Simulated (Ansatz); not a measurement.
Take HgI2 in the 2H-MoS2 type structure (space group P6_3/mmc, No. 194; a = 4.0709 Å, c = 13.5609 Å; a hypothetical phase, not in the database extracts checked; layered, stacked along the Cartesian z axis) as the base. Axes: x lies along a and z along c of the hexagonal cell.

Now apply this change: tensile biaxial strain of 1.49 % in the plane normal to [001], as in epitaxy on a mismatched substrate; the out-of-plane cell vector and the atoms relax.

Levels (all Ansatz, a quantum-chemistry and plane-wave program, PAW): PBEsol-D3(BJ) (420 eV, without spin-orbit coupling); r2SCAN (500 eV, no spin-orbit coupling).

The geometry is relaxed with PBEsol-D3(BJ).

- PBEsol-D3(BJ) band gap = zero
- PBEsol-D3(BJ) gap character = absent

With r2SCAN at the same geometry, the band gap becomes 0.25 eV (PBEsol-D3(BJ): zero); the gap character becomes indirect, K–Γ (46 % along) → M (PBEsol-D3(BJ): absent).

Single points use the geometry relaxed with PBEsol-D3(BJ). With Hg and I present, leaving out spin-orbit coupling can change the band edges. Stability against distortions was not tested. All final runs are without spin polarisation. A zero or small gap of HgI2 can be the functional's error rather than a property of the material.
